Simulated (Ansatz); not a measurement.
# Phonon-limited transport in LiMg (C2/m)

Given:

```
CELL_PARAMETERS angstrom
      5.45929    -1.69198    -0.03904
      5.45929     1.69198    -0.03904
     -2.23241     0.00000     4.36061
ATOMIC_POSITIONS crystal
  Li 0.36678 0.36678 0.61452
  Li 0.63322 0.63322 0.38548
  Mg 0.11590 0.11590 0.86796
  Mg 0.88410 0.88410 0.13204
```

The numbers are results of PBEsol, DFPT electron-phonon coupling, linearised Boltzmann equation (plane waves, PAW, scalar-relativistic; Ansatz, a quantum-chemistry and plane-wave program), not measurements. Geometry: relaxed with this functional, without spin-orbit coupling.

* **resistivity at 300 K**: 7.2 (x), 6.7 (y), 7.8 (z) μΩ·cm
* **electron-phonon coupling λ**: 0.31
* **transport coupling λ_tr**: 0.30 (x), 0.29 (y), 0.30 (z)
* **logarithmic mean phonon energy**: 20 meV
* **density of states at the Fermi level**: 0.84 states/(eV·spin·cell)
* **Drude plasma energy**: 6.7 (x), 6.9 (y), 6.5 (z) eV

A metal at this level (no band gap). Only scattering by harmonic phonons is included (no impurities, grain boundaries, electron-electron scattering or thermal expansion). Spin-orbit coupling is left out. Halving the electron mesh (28x28x20) moves the resistivity by up to 9 % at 300 K, the coupling by up to 4 %. Smearing 0.20 eV; phonons on a 4x4x3 q mesh, which this run doesn't test and which matters most at low temperature.

Computed structure with no diffraction record at hand here (it may be known, metastable or hypothetical): LiMg (C2/m).
